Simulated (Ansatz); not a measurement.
AlB2-type TiB2 was calculated with BLYP (plane waves, PAW; Ansatz, a quantum-chemistry and plane-wave program).

Input file:

Ansatz 0.2 input:
```yaml
crystal:
  lattice:
    - [1.5413836378, -2.6697547747, 0.0]
    - [1.5413836378, 2.6697547747, 0.0]
    - [0.0, 0.0, 3.3340004527]
  atoms:
    - { symbol: Ti, position: [0.0, 0.0, 0.0] }
    - { symbol: B, position: [0.3333333333, 0.6666666667, 0.5] }
    - { symbol: B, position: [0.6666666667, 0.3333333333, 0.5] }
basis:
  ecutwfc: 520
  ecutrho_ratio: 4
  xc_grid: 2
kpoints:
  mp_grid: { grid: [24, 24, 18] }
hamiltonian:
  xc: blyp
  dispersion: none
  pseudopotentials: { kind: paw }
scf:
  occupations: { method: fermi_dirac, width: 0.05 }
output:
  forces: true
  stress: true
  eigenvalues: true
relax:
  f_tol: 0.004
  escape_saddle: false
  max_steps: 80
  cell: { stress_tol: 0.02, fix: [volume] }
```

Output (set-up and result lines):

```
Relaxation: its limit of steps is 80 (relax.max_steps)
Crystal: 3 atoms, lattice volume = 27.440 Å³
Basis set: ecut = 520 eV, 733 PW (Γ), exchange–correlation on 48×48×50 points (8 copies of the dense FFT grid, shifted against one another)
Bands: 13, of which v1, the nominal top of the filled ones, is band 9 counted from 1 (8 counted from 0)
Symmetry: 24 space group operations
Space group: P6/mmm (ITA 191), of the structure as read, at distance tolerance 3.0e-5 Å
k-points: 610 of 10368
Functional: x = b88, c = lyp
SCF iter   1: F=—  HF=-2821.324276 eV  |F-HF|=—  |Δ(HF+E_count)|=         —  Δρ=1.12e-2  dr2=3.88e-2
SCF iter   2: F=—  HF=-2821.315375 eV  |F-HF|=—  |Δ(HF+E_count)|=   8.90e-3  Δρ=6.92e-3  dr2=1.79e-2
  ...
SCF 1 converged in 6 iterations: F = -2821.310435 eV  dr2 = 7.24e-10
Crystal: 3 atoms, lattice volume = 27.440 Å³
Initial density: handed on by an earlier stage of this run
SCF 2 converged in 6 iterations: F = -2821.311112 eV  dr2 = 2.87e-12
Crystal: 3 atoms, lattice volume = 27.440 Å³
SCF 3 converged in 6 iterations: F = -2821.311121 eV  dr2 = 3.28e-14
Crystal: 3 atoms, lattice volume = 27.440 Å³
SCF iter   7: F=-2821.311122 eV  HF=-2821.311122 eV  |F-HF|=4.55e-13  |Δ(HF+E_count)|=  4.55e-13  Δρ=7.99e-10  dr2=6.26e-17
SCF iter   8: F=-2821.311122 eV  HF=-2821.311122 eV  |F-HF|=4.55e-13  |Δ(HF+E_count)|=  4.55e-13  Δρ=1.14e-10  dr2=1.18e-18
SCF 4 converged in 8 iterations: F = -2821.311122 eV  dr2 = 1.18e-18
SCF converged after 8 iterations
Free energy (F): -2821.311122 eV
Internal energy: -2821.307663 eV  (E = F + TS)
E sigma→0 (E₀):  -2821.309393 eV
Fermi energy:    14.557695 eV
--- Forces (eV/Å), atoms counted from 1 ---
  atom   1  Ti     0.00000000     0.00000000     0.00000000
  atom   2  B      0.00000000    -0.00000000    -0.00000000
  atom   3  B     -0.00000000     0.00000000     0.00000000
--- Stress (GPa, compression-positive) ---
       -8.393913       0.000000       0.000000
        0.000000      -8.393913      -0.000000
        0.000000      -0.000000      -8.393010
  P = ⅓ Tr σ = -8.3936 GPa (-83.936 kbar)
```

The cell is one volume of an energy–volume scan, off the minimum.

The PAW data were made under PBE.
